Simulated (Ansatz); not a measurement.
TiO2 (P4_2/mnm), PBEsol with spin-orbit coupling, rigid bands (Ansatz, an electronic-structure program): N_v = 1.08e20 cm⁻³ at 300 K and a hole conductivity mass of 1.97 mₑ along x (a = (4.59, 0.00, 0.00) Å; b = (0.00, 4.59, 0.00) Å; c = (0.00, 0.00, 2.94) Å).

### Question
For 1e16 holes per cm³ at 300 K, place the Fermi level, estimate the Seebeck coefficient of a parabolic band with constant τ, and give mobility and conductivity for τ = 20 fs.

### Answer
The level lies k_BT ln(N_v/p) = 0.240 eV above the valence-band maximum. S ≈ +(k_B/e)[ln(N_v/p) + 5/2] = 1016 μV/K, against 1007 μV/K from the full bands (mean over directions). μ = eτ/m = 17.9 cm²/(V·s) and σ = peμ = 0.0286 S/cm. τ is assumed, not computed.

Band transport and this doping are assumed; polarons and phonon drag are left out.
